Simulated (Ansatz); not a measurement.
Consider the following.

```xyz
1
Lattice="-1.5753 1.5753 1.6671 1.5753 -1.5753 1.6671 1.5753 1.5753 -1.6671" Properties=species:S:1:pos:R:3 pbc="T T T"
Mo     0.0000     0.0000     0.0000
```

No spin polarisation.

Computed with r2SCAN in Ansatz (plane waves to 500 eV, PAW, no spin-orbit coupling). Γ-centred 21×21×21 mesh, Fermi–Dirac width 0.05 eV.

Predict the band gap, pressure and space group.

The band gap is zero, the pressure (mean of the normal stresses, compression positive) comes out as -13.2 GPa and the space group comes out as I4/mmm (No. 139).

The cells carry an imposed strain or load. No phonon test of stability was made. All final runs are without spin polarisation. The cell was made from Mo in the bcc (W type) structure (space group Im-3m, No. 229) by this change: uniaxial strain ε_zz = +5.83 %.

Ansatz is a quantum-chemistry and plane-wave program.
